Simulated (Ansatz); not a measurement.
Results of LDA (PAW; Ansatz, a program for electronic structure) for L1₂ (Cu3Au-type) Cu3Au.

Total energies, extrapolated to zero smearing (they compare only within this program, potentials and cutoff):

```json
[
 {"system": "L1₂ (Cu3Au-type) Cu3Au, relaxed", "energy (eV/atom)": "-8133.0726"},
 {"system": "fcc Cu", "energy (eV/atom)": "-6555.7236"},
 {"system": "fcc Au", "energy (eV/atom)": "-12864.9557"}
]
```

Problem. Work out the enthalpy of formation per atom.

Solution. ΔH_f ≈ ΔE = -8133.0726 − [3 × (-6555.7236) + 1 × (-12864.9557)]/4 = -0.041 eV/atom (0 K, no vibrations). The reference value is -0.074 eV/atom (measured, 320 K, no zero-point or thermal correction; as tabulated in Nepal et al. (2019), arXiv:1905.09348), a difference of +0.033 eV/atom.

Spin–orbit coupling, which matters for such heavy atoms, is left out.

The PAW data were made under PBE.
